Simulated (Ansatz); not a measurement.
Worked example: self-consistent single point of SiSbPt5 (P1, 7 atoms in the cell) in Ansatz (a program for electronic structure).

Computed with LDA (PW92), PAW files made with PBE (plane waves; Ansatz).

The change in words: atoms moved at random. Reference geometry:
```xyz
7
Lattice="3.9964 0.0000 0.0000 0.0000 3.9964 0.0000 0.0000 0.0000 7.2731" Properties=species:S:1:pos:R:3 pbc="T T T"
Si     0.0000     0.0000     3.6365
Sb     1.9982     1.9982     0.0000
Pt     0.0000     1.9982     2.1848
Pt     0.0000     1.9982     5.0883
Pt     1.9982     0.0000     2.1848
Pt     1.9982     0.0000     5.0883
Pt     0.0000     0.0000     0.0000
```

Reference input (self-consistent single point, DFT, LDA (PW92), plane waves, PAW files made with PBE): basis.ecutwfc = 420 eV; kpoints.mp_grid.grid = 6 6 3; hamiltonian.xc = lda; hamiltonian.pseudopotentials = {kind: paw} (the program's default PAW files); scf.occupations.method = gaussian; scf.occupations.width = 0.1 eV. This run's input differs from it in these lines:

Ansatz 0.2 input:
```diff
@@ -6,9 +6,9 @@
   atoms:
-    - { symbol: Si, position: [0.000000, 0.000000, 0.500000] }
-    - { symbol: Sb, position: [0.500000, 0.500000, 0.000000] }
-    - { symbol: Pt, position: [0.000000, 0.500000, 0.300400] }
-    - { symbol: Pt, position: [0.000000, 0.500000, 0.699600] }
-    - { symbol: Pt, position: [0.500000, 0.000000, 0.300400] }
-    - { symbol: Pt, position: [0.500000, 0.000000, 0.699600] }
-    - { symbol: Pt, position: [0.000000, 0.000000, 0.000000] }
+    - { symbol: Si, position: [-0.002256, 0.010260, 0.500357] }
+    - { symbol: Sb, position: [0.508317, 0.503972, 0.001495] }
+    - { symbol: Pt, position: [-0.000060, 0.501604, 0.308652] }
+    - { symbol: Pt, position: [-0.015069, 0.501444, 0.705276] }
+    - { symbol: Pt, position: [0.496310, -0.009600, 0.297301] }
+    - { symbol: Pt, position: [0.502774, -0.011283, 0.686094] }
+    - { symbol: Pt, position: [0.009984, 0.003603, 0.000826] }
 basis:
```

Log, with long lists cut:

```
SCF iter   1: F=—  HF=-68181.568581 eV  |F-HF|=—  |Δ(HF+E_count)|=         —  Δρ=9.03e-2  dr2=1.15e1  ethr=3.10e-3  ⟨swp⟩=6.1  Hψ=13608  notcnv=0  defer=33
all-band conjugate gradients solve this SCF's bands
preconditioner: auto → Kerker (q_TF=auto, 2.700 Å⁻¹)
SCF iter   2: F=—  HF=-68179.302749 eV  |F-HF|=—  |Δ(HF+E_count)|=    2.27e0  Δρ=4.43e-2  dr2=2.99e0  ethr=3.10e-3  ⟨swp⟩=2.0  Hψ=5857  notcnv=0  defer=236
   [... lines left out ...]
SCF iter   7: F=—  HF=-68178.570544 eV  |F-HF|=—  |Δ(HF+E_count)|=   2.55e-5  Δρ=7.76e-5  dr2=9.42e-6  ethr=1.76e-7  ⟨swp⟩=2.4  Hψ=5187  notcnv=0  defer=227
SCF iter   8: F=—  HF=-68178.570552 eV  |F-HF|=—  |Δ(HF+E_count)|=   7.88e-6  Δρ=2.62e-5  dr2=2.12e-6  ethr=8.64e-9  ⟨swp⟩=2.1  Hψ=5270  notcnv=0  defer=227
SCF iter   9: F=—  HF=-68178.570551 eV  |F-HF|=—  |Δ(HF+E_count)|=   5.87e-7  Δρ=8.77e-6  dr2=1.27e-7  ethr=1.94e-9  ⟨swp⟩=2.0  Hψ=5205  notcnv=0  defer=227
SCF iter  10: F=-68178.570551 eV  HF=-68178.570551 eV  |F-HF|=3.00e-9  |Δ(HF+E_count)|=   2.30e-8  Δρ=2.18e-6  dr2=8.62e-9  ethr=9.17e-11  ⟨swp⟩=10.3  Hψ=15320  notcnv=0
SCF 1 converged in 10 iterations: F = -68178.570551 eV  dr2 = 8.62e-9
Free energy (F): -68178.570551 eV
Internal energy: -68178.538616 eV  (E = F + TS)
E sigma→0 (E₀):  -68178.554584 eV
Entropy (-TS):   -0.031935 eV (-4.562 meV/atom)
Fermi energy:    18.984913 eV
--- Forces (eV/Å), atoms counted from 1 ---
  atom   1  Si     0.10970473    -0.26849415    -0.07506560
  atom   2  Sb    -0.01408660    -0.02497284    -0.02890408
  atom   3  Pt    -0.11444817    -0.10810605    -0.24746871
  atom   4  Pt     0.40346055    -0.21731644     0.05523597
  atom   5  Pt     0.08980200     0.25331102    -0.14340995
  atom   6  Pt    -0.52423260     0.30805465     0.50419466
  atom   7  Pt     0.04980051     0.05751886    -0.06458438
--- Stress (GPa, compression-positive) ---
      -11.754654      -0.191536      -0.189960
       -0.191536     -11.973685      -0.235383
       -0.189960      -0.235383      -9.703212
  P = ⅓ Tr σ = -11.1439 GPa (-111.439 kbar)
  The stress holds the Pulay correction. Without it, at fixed plane waves, as pw.x and ABINIT print it: P = -11.1855 GPa
```

The run converged in 10 iterations. Against the reference run the free energy rises by 9.0 meV/atom, the pressure goes from -11.91 to -11.14 GPa and the largest force goes from 0.007 to 0.790 eV/Å.

The starting cell comes from a database of computed structures (which also holds hypothetical and non-ambient phases and stackings), without a prior relaxation at this level. For this run, on top of that: atoms moved at random. Spin polarisation is off. With a pressure of about -11 GPa the cell is away from its equilibrium volume at this level. Ansatz's pressure includes its estimate of the finite-basis (Pulay) stress.

Cost on one core of a shared machine: roughly 60 s.
